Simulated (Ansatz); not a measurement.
Relaxation of the outer planes of the (110) surface of bcc Nb in its 1x1 cell, outermost plane spacing 2.34 Å in the ideal cut.

These are PBE (plane waves to 420 eV, PAW; Ansatz, an electronic-structure program) values and carry that method's errors.

Slab: 10 atoms, 21.1 Å thick at the start; k 14x14x1, smearing 0.1 eV, dipole-corrected; all atoms relaxed; held to the start's symmetry, so lower structures may exist; no spin, no spin-orbit, no U.

```
plane  atoms  bulk spacing to the next (Å)  relaxed spacing (Å)  change (%)  rumpling (Å)
-----  -----  ----------------------------  -------------------  ----------  ------------
1         Nb                         2.341                    …           …          0.00
2         Nb                         2.341                2.352         0.5          0.00
```

**Question.** Some entries are withheld; supply them.

**Answer.** 
- 1, relaxed spacing (Å): 2.235
- 1, change (%): -4.6
